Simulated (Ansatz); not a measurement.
B₁₂SiC₂ (model structure, R-3m, No. 166, 15 atoms in the cell), treated with PBEsol (PAW; Ansatz, a first-principles code).

Numerical settings: plane-wave cutoff 520 eV, 8×8×8 k mesh, Fermi–Dirac smearing 0.01 eV, scalar-relativistic PAW data made under PBE.

The cell is the one relaxed with PBEsol. Conventional cell: a = 5.6228 Å, b = 5.6228 Å, c = 12.6038 Å, α = 90.00°, β = 90.00°, γ = 120.00°.

```
CELL_PARAMETERS angstrom
      2.81139     1.62315     4.20127
     -2.81139     1.62315     4.20127
      0.00000    -3.24631     4.20127
ATOMIC_POSITIONS crystal
  B  0.31629 0.80937 0.80937
  B  0.68371 0.19063 0.19063
  B  0.80937 0.31629 0.80937
  B  0.19063 0.68371 0.19063
  B  0.80937 0.80937 0.31629
  B  0.19063 0.19063 0.68371
  B  0.67263 0.99384 0.99384
  B  0.32737 0.00616 0.00616
  B  0.99384 0.67263 0.99384
  B  0.00616 0.32737 0.00616
  B  0.99384 0.99384 0.67263
  B  0.00616 0.00616 0.32737
  C  0.63591 0.63591 0.63591
  C  0.36409 0.36409 0.36409
  Si 0.50000 0.50000 0.50000
```

Problem. List the 37 lowest band energies at Γ above −25 eV (eV, relative to the valence band maximum), grouping those that round alike.

Solution. At Γ: -16.24, -13.10, -12.95, -10.69 (×2), -10.11, -8.69 (×2), -7.99, -7.38 (×2), -6.30, -6.06 (×3), -3.64 (×2), -2.70, -2.29, -1.54 (×2), -1.09 (×2), -1.07, 3.80, 4.37 (×2), 4.45 (×2), 5.61, 6.27 (×2), 6.57, 7.61, 7.75, 8.08 (×2).

Note: the relaxation could raise the start's symmetry but not lower it, so the cell can be a saddle point.

A model structure was made by putting elements into a prototype or built by hand; it is no filed structure, need not be a known phase, and can be a saddle point held by its symmetry.
